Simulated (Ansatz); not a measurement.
Consider a periodic stack without vacuum, bcc Mo (1 1 1) on zinc-blende InAs (1 1 1) (film strained to the substrate, faces as cut): substrate slab As4In4, film Mo10, surface cells [[-1, 1], [-1, 0]] and [[1, -1], [1, 0]], film strained by -2.2 and -2.2 %, faces As/In and Mo/Mo as cut (like faces can put a slab off its formula). Its start:

```yaml
crystal:
  lattice:
    - [4.37394, 0.00000, 0.02219]
    - [2.18697, 3.78794, 0.05556]
    - [1.57280, 0.95874, 23.91159]
  atoms:
    - { symbol: As, position: [0.05572, 0.17961, 0.00467] }
    - { symbol: As, position: [0.06635, 0.72605, 0.16183] }
    - { symbol: As, position: [0.38895, 0.00923, 0.31372] }
    - { symbol: As, position: [0.68482, 0.30596, 0.46518] }
    - { symbol: In, position: [0.73648, 0.40883, 0.12327] }
    - { symbol: In, position: [0.06402, 0.68772, 0.27607] }
    - { symbol: In, position: [0.35941, 0.98689, 0.42654] }
    - { symbol: In, position: [0.82240, 0.97977, 0.57399] }
    - { symbol: Mo, position: [0.13119, 0.29291, 0.65660] }
    - { symbol: Mo, position: [0.47127, 0.63188, 0.63207] }
    - { symbol: Mo, position: [0.44432, 0.60247, 0.74129] }
    - { symbol: Mo, position: [0.78671, 0.94792, 0.70100] }
    - { symbol: Mo, position: [0.76024, 0.91063, 0.82095] }
    - { symbol: Mo, position: [0.10244, 0.25643, 0.78018] }
    - { symbol: Mo, position: [0.07754, 0.21803, 0.89732] }
    - { symbol: Mo, position: [0.41813, 0.56406, 0.86110] }
    - { symbol: Mo, position: [0.39402, 0.52367, 0.97669] }
    - { symbol: Mo, position: [0.73339, 0.86695, 0.94687] }
```

The start was prepared with a machine-learned potential, and the result is one local minimum, with the in-plane cell held and forces under 0.04 eV/Å; the film can end far from its bulk form.

These are PBE (plane waves to 420 eV, PAW; Ansatz, a program for electronic structure) values and carry that method's errors. Scalar-relativistic, without spin–orbit coupling; the runs are not spin-polarised; PBE gaps are too small against experiment. Its k-point mesh 8×8×1, Fermi–Dirac width 0.05 eV.

**Question.** Predict the relaxed interface.

**Answer.** The interface area is 16.6 Å², the period is 23.32 Å and the gaps between the outermost planes at the two interfaces comes out as 1.51 and 0.82 Å. The In–Mo contacts across the interfaces within 1.22 times the sum of covalent radii is 8, mean 3.08 Å. The As–Mo contacts across the interfaces within 1.22 times the sum of covalent radii is 7, mean 2.79 Å.
